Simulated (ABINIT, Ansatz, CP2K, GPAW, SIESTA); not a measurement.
## One structure in several programs: AlN (P6_3mc, 4 atoms in the cell)

Band-structure calculation.

```yaml
crystal:
  lattice:
    - [3.13485, 0.00000, 0.00000]
    - [-1.56742, 2.71486, 0.00000]
    - [0.00000, 0.00000, 5.02699]
  atoms:
    - { symbol: Al, position: [0.66667, 0.33333, 0.49929] }
    - { symbol: Al, position: [0.33333, 0.66667, 0.99929] }
    - { symbol: N, position: [0.66667, 0.33333, 0.88071] }
    - { symbol: N, position: [0.33333, 0.66667, 0.38071] }
```

Shared settings, as Ansatz (an electronic-structure program) writes them: kpoints.mp_grid.grid = 12 12 7; scf.occupations.method = fixed. Potentials and cutoffs stand in the table.

```tsv
code	model	gap along the path (eV)	smallest direct gap (eV)	cutoff
ABINIT	PBE, norm-conserving pseudopotentials (PseudoDojo nc-sr-05 PBE standard)	4.00	4.00	1143 eV
CP2K	PBE, GPW, DZVP-MOLOPT-SR-GTH basis, GTH-PBE potentials (GTH_POTENTIALS)	4.11	4.11	grid 400 Ry
GPAW	PBE, GPAW PAW datasets PBE (gpaw-data 1.0.1)	4.01	4.01	900 eV
Ansatz	PBE, PAW files	4.00	4.00	default
SIESTA	GGA PBE, numerical atomic orbitals DZP, PseudoDojo PBE standard norm-conserving potentials (rewritten from UPF to PSML)	4.10	4.10	grid 350 Ry
```

The spread over the programs that give each value: gap along the path within 0.11 eV; smallest direct gap within 0.11 eV.

CP2K and SIESTA use small atom-centred bases, whose incompleteness enters pressures, forces and empty levels differently from a plane-wave cutoff.

The starting cell comes from a database of computed structures (which also holds hypothetical and non-ambient phases and stackings), without a prior relaxation at this level. Its lattice was rescaled by a random factor within 2.5 % of one.

Left out of this page: Quantum ESPRESSO, Elk and FLEUR (not drawn, or without a comparable value).

Keys are those of Ansatz 0.2.
